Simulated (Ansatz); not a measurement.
Al2Cu (I4/mcm, No. 140), treated with PBE-D3(BJ) (plane waves, PAW; Ansatz, a first-principles code).

Run with plane-wave cutoff 520 eV, 14×14×14 k mesh, Fermi–Dirac smearing 0.05 eV, no spin polarisation, scalar-relativistic PAW data made under PBE.

Energies at three volumes about the minimum:

```tsv
V (Å³/atom)	E − E_lowest (meV/atom)
13.979	2.05
14.265	0.00
14.550	1.92
```

Question: Fit a parabola by hand: where is the minimum, and what is the bulk modulus?

Answer: Slopes: (0.00 − 2.05)/(14.265 − 13.979) = -7.168 and (1.92 − 0.00)/(14.550 − 14.265) = 6.737 meV/Å³. Curvature E″ = 2 × (6.737 − (-7.168))/(14.550 − 13.979) = 48.704 meV/Å⁶. From the middle of the first interval, the slope vanishes at V0 = 14.1220 − (-7.168)/48.704 = 14.269 Å³/atom. B = V0 E″ = 14.269 × 48.704 meV/Å³ × 0.1602 GPa per meV/Å³ = 111 GPa. The full Birch–Murnaghan fit to all volumes gives V0 = 14.264 Å³/atom and B0 = 111 GPa.

Shape and atoms are relaxed at each volume.

Measured, for comparison: equilibrium volume per atom 14.78 Å³/atom (temperature not stated, not corrected to a static lattice, from a published cell, temperature and pressure not stated; as tabulated in James B. Friauf, Journal of the American Chemical Society 49, 3107 (1927)). Computed less measured: equilibrium volume per atom -3.5 %.
